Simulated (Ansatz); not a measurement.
## Be in the hcp (Mg type) structure (space group P6_3/mmc, No. 194)

```yaml
crystal:
  lattice:
    - [2.26315, 0.00000, 0.00000]
    - [-1.13157, 1.95994, 0.00000]
    - [0.00000, 0.00000, 3.56313]
  atoms:
    - { symbol: Be, position: [0.33333, 0.66667, 0.75000] }
    - { symbol: Be, position: [0.66667, 0.33333, 0.25000] }
```

Method: r2SCAN/PAW in Ansatz (a quantum-chemistry and plane-wave program), without spin-orbit coupling, earlier PAW set. Γ-centred 23×23×13 mesh, Fermi–Dirac width 0.05 eV.

The volume per atom is 7.90 Å³. The density comes out as 1.89 g/cm³, the band gap is zero and the total energy comes out as -93.340 eV/atom (σ→0; compares only within this code and set-up).

Whether these cells are dynamically stable was not tested.
